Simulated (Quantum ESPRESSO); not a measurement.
Input and output of a self-consistent single point for TePO5 (P1, 28 atoms in the cell) (Quantum ESPRESSO).

Method: LDA (PZ), GBRV 1.5 ultrasoft (LDA) pseudopotentials (plane waves; Quantum ESPRESSO 7.5).

```yaml
crystal:
  lattice:
    - [7.48093, 0.00000, 0.00000]
    - [0.00000, 6.53083, 0.00000]
    - [0.00000, 0.00000, 7.39114]
  atoms:
    - { symbol: Te, position: [0.86810, 0.75471, 0.24973] }
    - { symbol: Te, position: [0.13750, 0.24535, 0.74428] }
    - { symbol: Te, position: [0.63055, 0.24392, 0.74890] }
    - { symbol: Te, position: [0.36634, 0.75728, 0.24268] }
    - { symbol: P, position: [0.87115, 0.25712, 0.35850] }
    - { symbol: P, position: [0.13379, 0.74926, 0.63930] }
    - { symbol: P, position: [0.62993, 0.74739, 0.86377] }
    - { symbol: P, position: [0.37437, 0.24451, 0.13547] }
    - { symbol: O, position: [0.95945, 0.75070, 0.52440] }
    - { symbol: O, position: [0.04899, 0.23630, 0.48461] }
    - { symbol: O, position: [0.55106, 0.26087, 0.01857] }
    - { symbol: O, position: [0.44585, 0.74483, 0.98016] }
    - { symbol: O, position: [0.88203, 0.25420, 0.82750] }
    - { symbol: O, position: [0.12165, 0.74872, 0.16948] }
    - { symbol: O, position: [0.61648, 0.75308, 0.33131] }
    - { symbol: O, position: [0.38411, 0.25363, 0.67865] }
    - { symbol: O, position: [0.87334, 0.44010, 0.23179] }
    - { symbol: O, position: [0.13113, 0.56270, 0.75953] }
    - { symbol: O, position: [0.63899, 0.56771, 0.73448] }
    - { symbol: O, position: [0.37028, 0.43532, 0.25956] }
    - { symbol: O, position: [0.36609, 0.06246, 0.27092] }
    - { symbol: O, position: [0.62100, 0.94045, 0.73554] }
    - { symbol: O, position: [0.12403, 0.92555, 0.76595] }
    - { symbol: O, position: [0.86657, 0.06622, 0.23982] }
    - { symbol: O, position: [0.79306, 0.74738, 0.98665] }
    - { symbol: O, position: [0.21224, 0.24961, 0.01068] }
    - { symbol: O, position: [0.70123, 0.25065, 0.49334] }
    - { symbol: O, position: [0.28069, 0.75002, 0.51440] }
```

Reference input (self-consistent single point, DFT, LDA (PZ), plane waves, GBRV 1.5 ultrasoft (LDA) pseudopotentials): ecutwfc = 40 Ry; ecutrho = 200 Ry; occupations = smearing; smearing = mp; degauss = 0.0099958 Ry; potentials = {Te: te_lda_v1.uspp.F.UPF, P: p_lda_v1.5.uspp.F.UPF, O: o_lda_v1.2.uspp.F.UPF}; K_POINTS = automatic 3 3 3 0 0 0; conv_thr = 1e-09 Ry. This run's input differs from it in these lines:

```diff
@@ -12,4 +12,4 @@
    ntyp = 3,
-   ecutwfc = 40,
-   ecutrho = 200,
+   ecutwfc = 20,
+   ecutrho = 100,
    occupations = 'smearing',
```

The program printed (abridged):

```
     Self-consistent Calculation

     iteration #  1     ecut=    20.00 Ry     beta= 0.70

     total energy              =    -807.50051069 Ry
     estimated scf accuracy    <       4.88893545 Ry

     iteration #  2     ecut=    20.00 Ry     beta= 0.70

     total energy              =    -808.44674889 Ry
     estimated scf accuracy    <       3.95825706 Ry

     iteration #  3     ecut=    20.00 Ry     beta= 0.70

     total energy              =    -809.26668308 Ry
     estimated scf accuracy    <       0.49079154 Ry

   [... 11 blocks of this kind left out ...]

     iteration # 15     ecut=    20.00 Ry     beta= 0.70

     total energy              =    -809.38155538 Ry
     estimated scf accuracy    <          1.6E-09 Ry

     iteration # 16     ecut=    20.00 Ry     beta= 0.70
     End of self-consistent calculation

     the Fermi energy is     5.2216 ev

!    total energy              =    -809.38155538 Ry
     estimated scf accuracy    <          4.0E-10 Ry
     smearing contrib. (-TS)   =       0.00041887 Ry
     internal energy E=F+TS    =    -809.38197425 Ry

     convergence has been achieved in  16 iterations

     Forces acting on atoms (cartesian axes, Ry/au):

     atom    1 type  1   force =     0.02185889    0.00318645    0.07993973
     atom    2 type  1   force =    -0.08953575    0.00959052    0.01681567
     atom    3 type  1   force =     0.05973556    0.03794430    0.05521981
     atom    4 type  1   force =     0.03980814   -0.05949704    0.03094179
     atom    5 type  2   force =     0.02699794   -0.04110411    0.13205024
   [... 19 lines left out ...]
   [... lines left out ...]

     Total force =     0.495955     Total SCF correction =     0.000069

          total   stress  (Ry/bohr**3)                   (kbar)     P=     -955.06
  -0.00641674   0.00000875  -0.00001694         -943.93        1.29       -2.49
   0.00000875  -0.00650591   0.00009352            1.29     -957.05       13.76
  -0.00001694   0.00009352  -0.00655444           -2.49       13.76     -964.19

   JOB DONE.
```

The run converged in 16 iterations. Against the reference run the free energy goes up by 2.24 eV/atom, the pressure goes from 4.16 to -95.51 GPa, the largest force goes from 5.822 to 6.804 eV/Å and the gap on the mesh goes from 0.195 to 0.176 eV.

The starting cell comes from a database of computed structures (which also holds hypothetical and non-ambient phases and stackings), without a prior relaxation at this level. Its atoms were displaced at random from the sites of space group no. 62. Spin-orbit coupling is off. Forces in this geometry exceed 1 eV/Å. At the lowered cutoff the pressure carries the error of an incomplete plane-wave basis.

Cost on one core of a shared machine: roughly 2 min.
